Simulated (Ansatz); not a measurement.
Functionals compared on a constructed model of the (000-1) surface of wurtzite GaN (in the relaxation 1 N–O bonds formed), N-terminated, 2x2 O adatom at H3 (bottom of the slab: 3 H on 4 bottom sites), in Ansatz (plane waves, PAW). The structure was relaxed with PBE; the other rows are single points on it. Cutoff 420 eV (500 eV for r2SCAN).

Set-up: 44 atoms, 13.6 Å thick at the start with caps and adatoms (thin: gaps and levels are the slab's own); mesh 4x4x1; 0.025 eV smearing; dipole correction on; 8 atoms held, the rest relaxed; start symmetry kept, larger cells not searched; spin-polarised, ending with about 3.0 μB a cell, a value that depends on the mesh; orders that need a larger cell were not tried, no spin-orbit, no U. The slab shows no gap on its mesh. In PBE it is, or lies within 0.01 eV a 1x1 cell of, the lowest of the 2 structures of its composition computed so far; subsurface sites and larger cells were not tried. These notes are the PBE run's. r2SCAN: The program's check for a lower electronic state was not made.

| functional | work function of the top face (eV) | rough cost of the single point |
|---|---|---|
| PBE | 6.43 | – |
| r2SCAN | (withheld) | very roughly 30 core-minutes |

Task: Fill in the missing entries.

Result: 
- r2SCAN, work function of the top face (eV): 6.48

Ansatz is a program for electronic structure.
